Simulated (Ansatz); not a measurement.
Results of PBEsol (Ansatz, a first-principles code, plane waves, PAW) for ZrIr (model structure, Fm-3m, No. 225, 2 atoms in the cell).

Numerical settings: plane-wave cutoff 520 eV, 18×18×18 k mesh, Fermi–Dirac smearing 0.05 eV, no spin polarisation, scalar-relativistic PAW data made under PBE.

Cell (relaxed at this level):

```
CELL_PARAMETERS angstrom
      0.00000     2.68130     2.68130
      2.68130     0.00000     2.68130
      2.68130     2.68130     0.00000
ATOMIC_POSITIONS crystal
  Ir 0.00000 0.00000 0.00000
  Zr 0.50000 0.50000 0.50000
```

### Question
Give the computed bulk modulus B0.

### Answer

- bulk modulus B0: 170 GPa

Note: the run has no spin polarisation, so it can have missed a magnetic state; the bulk modulus is −V dP/dV from two relaxed cells at ±2 % in volume; the relaxation could raise the start's symmetry but not lower it, so the cell can be a saddle point.

Spin–orbit coupling is not included.

Computed values are for the static lattice.

It cost very roughly 30 core-seconds of CPU time.

A model structure was made by putting elements into a prototype or built by hand; it is no filed structure, need not be a known phase, and can be a saddle point held by its symmetry.
